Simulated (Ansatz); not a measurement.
Cost and result by functional for the surface energy of the (321) surface of bcc K in its 1x1 cell, outermost plane spacing 1.41 Å in the ideal cut, in Ansatz (plane waves, PAW). Single points on the PBE structure, on one kind of machine; costs are rough ratios of the slab run's core time (references not counted) to the cheapest single point. r2SCAN's cost holds its higher cutoff (500 against 420 eV). Differences are taken against r2SCAN for comparison alone: no measured value is at hand, so the table doesn't rank accuracy.

Model: 8-atom slab, 9.9 Å thick at the start (thin: gaps and levels are the slab's own), 8x4x1 mesh, Fermi-Dirac 0.1 eV, dipole correction, all atoms relaxed; symmetry of the start imposed; no spin, no spin-orbit, no U. These notes are the PBE run's.

```
functional                     relative cost  surface energy (J/m²)  less r2SCAN (J/m²)
-----------------------------  -------------  ---------------------  ------------------
LDA                                        1                   0.14                0.00
RPBE                                       1                   0.10               -0.03
PBEsol                                     1                   0.13                0.00
r2SCAN                                     3                   0.14                0.00
PBE (the relaxed run's value)              –                   0.12               -0.01
```

The values span 0.03 J/m², while the single points' costs differ by a factor of roughly 3. Differences are of unrounded values.

Ansatz is a program for electronic structure.
